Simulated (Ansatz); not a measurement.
Defect calculation: S on the C site in diamond

Calculation: PBE, PAW (plane waves to 420 eV; Ansatz, an electronic-structure program). A 2×2×2 supercell of 64 sites was used; the energies come from a 2×2×2 shifted sampling of its zone. Site at the start: the C site. Energies of charged states are corrected for periodic images (point charge plus alignment at distant sites). Dielectric constants: PBE linear response of the host. Host gap at this level: 4.13 eV. These values are not converged in cell size to better than tenths of an eV. Levels are measured in PBE's own, too narrow, gap. Spin–orbit coupling is left out. Each state is the lowest found from its start.

Formation energies E_f are given with the Fermi level at the valence-band maximum. Chemical conditions: host crystal and elements as references (Δμ(C) = 0.14 eV, Δμ(S) = 0.00 eV; S taken from its element, since no compound that bounds it was computed at this level; only phases computed here count, gases as isolated molecules at 0 K). Reference phases: C: graphite, S: S8 molecule in a box.

```
charge         moment (μB)  point group  largest move off a lattice site (Å)  image correction with alignment (eV)  E_f, host crystal and elements as references (eV)
------  ------------------  -----------  -----------------------------------  ------------------------------------  -------------------------------------------------
+2      not spin-polarised           Td                                 0.15                                  2.35                                               5.95
+1                     1.0          C3v                                 0.18                                  0.76                                               7.80
0       not spin-polarised          C3v                                 0.29                                  0.00                                              10.88
−1†               quenched            –                                 0.30                                  0.04                                                  –
```

† Not settled in this cell, so no level is given: charge −1: a level filled in part, level within 0.1 eV of a band edge or past it.

Point groups are those of the whole cell at tolerances of 0.03 and 0.1 Å ("near" where only the looser one holds); none is given for unsettled states.

Starting moments that weren't kept: charge −1 began with 1 μB and ended with 0.0.

Transition levels above the valence-band maximum: ε(+2/+1) = 1.85 eV; ε(+1/0) = 3.09 eV. With a charge missing or unsettled, these needn't be thermodynamic levels.

All states together cost about 13 core-minutes (a rough figure).
